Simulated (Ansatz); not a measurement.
# HgS, response to strain

The parent structure is HgS in the zinc blende structure (space group F-43m, No. 216; a = 5.8760 Å).

Strains are applied to the cell and any free atomic positions relax.

Calculations: PBEsol (Ansatz, a first-principles code; PAW; 420 eV plane waves; spin-orbit coupling left out), earlier PAW set.

```csv
isotropic strain (%),pressure (GPa)
0,0.0
0.26,?
0.78,-1.3
1.04,-1.7
```

Fit P = P₀ − Bδ with δ = (1 + ε)³ − 1 to the rows shown and predict the withheld row.

Least squares on the printed values gives P₀ = 0.0 GPa, B = 54.2 GPa (a mean over the range) (largest residual 0.0 GPa); this predicts -0.4 GPa, and the run gives -0.5 GPa, in agreement.

The mesh was chosen for an insulator and is coarse for the gapless case. Whether these cells are dynamically stable was not tested. All final runs are without spin polarisation.
